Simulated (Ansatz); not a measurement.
Amorphous Hf$_{18}$O$_{27}$N$_{6}$, 51 atoms at 9.54 g/cm³, one PBE-relaxed geometry, zone centre. Methods: PBE, scalar-relativistic without spin-orbit coupling (Ansatz, a quantum-chemistry and plane-wave program); r2SCAN, scalar-relativistic without spin-orbit coupling (Ansatz); HSE06, scalar-relativistic without spin-orbit coupling (Ansatz). Plane waves to 420 eV (r2SCAN 500 eV); exact exchange is cut at the cell's faces. All rungs ran without spin polarisation.

It comes from a melt-quench run on a machine-learned potential (CHGNet), relaxed afterwards by DFT. O and N atoms were pushed apart under 1.9 Å during the dynamics, to hinder bonds among them. The hot cell started wider than the set density and was brought back towards it in steps. It is the lowest in DFT energy of 3 quenches. It is a model cell: composition and starting density were chosen by hand, and all elements were melted together. No dispersion term was used. Its density started from a set value of 9.54 and ended at 9.54 g/cm³. The quench (nominally 380 K/ps over its main leg) was far faster than any real one, so the model tends to hold more defects than a real film. Values belong to this one cell and scatter from quench to quench. The volume was held where the preparation left it and the shape relaxed, at a PBE pressure of -1.1 GPa (tension). Stress components on the final sampling reach 1.2 GPa.

The relaxation ran on one k-point at (1/4, 1/4, 1/4). At PBE the gap is 2.96 eV on a 2×2×2 Γ-centred mesh, and the spacing at the zone centre alone 3.08 eV.

### Question
What zone-centre spacing does r2SCAN give, roughly?

### Answer
3.47 eV (+0.39 eV against PBE).

### Question
What zone-centre spacing does HSE06 give, roughly?

### Answer
4.32 eV (+1.24 eV against PBE).

The highest filled and the lowest empty state spread over these numbers of atoms (participation numbers): PBE: 8.5 and 17.6; r2SCAN: 7.9 and 16.6; HSE06: 6.7 and 17.0.
